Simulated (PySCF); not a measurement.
PySCF 2.14.0, B3LYP/def2-svp, df: Sc(F)2(Br) ([F][Sc]([F])[Br]), 4 atoms. The geometry is a generated start, not checked to be a minimum at this level.

| Quantity | Value |
|---|---|
| task | energy |
| method | b3lyp |
| basis | def2-svp |
| two-electron scheme | density fitting |
| mol.max_memory | 3000 MB |
| mf.max_cycle | 100 |
| mf.init_guess | minao (default) |
| mf.DIIS | CDIIS (default) |
| mf.diis_space | 8 (default) |
| mf.conv_tol | 1e-09 (default) |
| mf.grids.level | 3 (default) |
| basis functions | 91 |
| grid points | 69592 |

```xyz
4

Sc    -0.1341     0.0807    -0.0861
F     -1.6684    -0.7555    -0.2536
F      0.1289     1.6913    -0.7356
Br     1.6736    -1.0165     1.0753
```

Charge 0 and multiplicity 1 are set for this test and not shown to be the ground state.

One run each on 2 threads, 1 BLAS thread. Values of level_shift (Hartree) tried: 0 (default), 0.1, 0.3, 1.

**Question.** Which value of level_shift (Hartree) needs the fewest Fock builds, and what happens away from it?

**Answer.** Fewest Fock builds, within one of each other: 0 (default) with 13, 0.1 with 13. The count rises to 45 at 1. All converge to one solution.

| level_shift (Hartree) | Fock builds | end |
|---|---|---|
| 0 (default) | 13 | same solution |
| 0.1 | 13 | same solution |
| 0.3 | 20 | same solution |
| 1 | 45 | same solution |
